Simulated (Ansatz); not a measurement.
Partial pair distribution functions of a relaxed model of amorphous In$_{24}$O$_{39}$W, broadened by 0.06 Å; density 6.53 g/cm³. Calculation: PBE, scalar-relativistic without spin-orbit coupling (plane waves to 420 eV, PAW; Ansatz, a quantum-chemistry and plane-wave program).

The cell was made by melting and quenching with the CHGNet potential and then relaxed with DFT. O atoms were pushed apart under 1.9 Å during the dynamics, to hinder bonds among them. The hot cell started wider than the set density and was brought back towards it in steps. It is the lowest in DFT energy of 2 quenches. It is a model cell: composition and starting density were chosen by hand, and all elements were melted together. No dispersion term was used. Its density started from a set value of 6.53 and ended at 6.53 g/cm³. The quench (nominally 220 K/ps over its main leg) was far faster than any real one, so the model tends to hold more defects than a real film. One small periodic cell is one sample of the glass; other quenches scatter about these values. The volume was held where the preparation left it and the shape relaxed, at a PBE pressure of 0.0 GPa. On a 2×2×2 Γ-centred mesh force components of up to 0.17 eV/Å stay, since the relaxation ran on the zone centre alone.

| r (Å) | g In-O | g O-W | g In-In | g O-O |
|---|---|---|---|---|
| 1.60 | 0.00 | 0.01 | 0.00 | 0.00 |
| 1.70 | 0.00 | 0.97 | 0.00 | 0.00 |
| 1.80 | 0.00 | 6.38 | 0.00 | 0.00 |
| 1.90 | 0.08 | 11.81 | 0.00 | 0.00 |
| 2.00 | 1.52 | 6.21 | 0.00 | 0.00 |
| 2.10 | 5.93 | 0.38 | 0.00 | 0.00 |
| 2.20 | 7.44 | 1.03 | 0.00 | 0.00 |
| 2.30 | 3.92 | 2.21 | 0.00 | 0.00 |
| 2.40 | 1.78 | 0.30 | 0.00 | 0.07 |
| 2.50 | 0.43 | 0.00 | 0.00 | 0.18 |
| 2.60 | 0.09 | 0.00 | 0.00 | 0.45 |
| 2.70 | 0.06 | 0.00 | 0.00 | 1.17 |
| 2.80 | 0.05 | 0.00 | 0.00 | 2.20 |
| 2.90 | 0.16 | 0.00 | 0.00 | 3.05 |
| 3.00 | 0.16 | 0.00 | 0.17 | 2.69 |
| 3.10 | 0.28 | 0.00 | 1.30 | 1.83 |
| 3.20 | 0.21 | 0.00 | 2.42 | 1.60 |
| 3.30 | 0.15 | 0.00 | 3.01 | 1.49 |
| 3.40 | 0.23 | 0.19 | 2.68 | 1.64 |
| 3.50 | 0.48 | 0.98 | 1.83 | 1.46 |
| 3.60 | 0.65 | 0.32 | 2.27 | 1.22 |
| 3.70 | 0.78 | 0.03 | 2.44 | 1.04 |
| 3.80 | 1.00 | 0.53 | 1.73 | 0.84 |
| 3.90 | 0.93 | 0.69 | 1.46 | 0.50 |
| 4.00 | 1.16 | 0.88 | 1.28 | 0.53 |
| 4.10 | 1.23 | 2.32 | 0.95 | 0.56 |
| 4.20 | 1.07 | 3.01 | 0.79 | 0.77 |
| 4.30 | 1.17 | 1.32 | 0.71 | 1.13 |
| 4.40 | 1.04 | 1.40 | 0.73 | 0.79 |
| 4.50 | 1.03 | 1.75 | 0.30 | 0.50 |
| 4.60 | 1.40 | 1.18 | 0.32 | 0.57 |

Within 2.68 Å each In has 5.58 O neighbours on average.
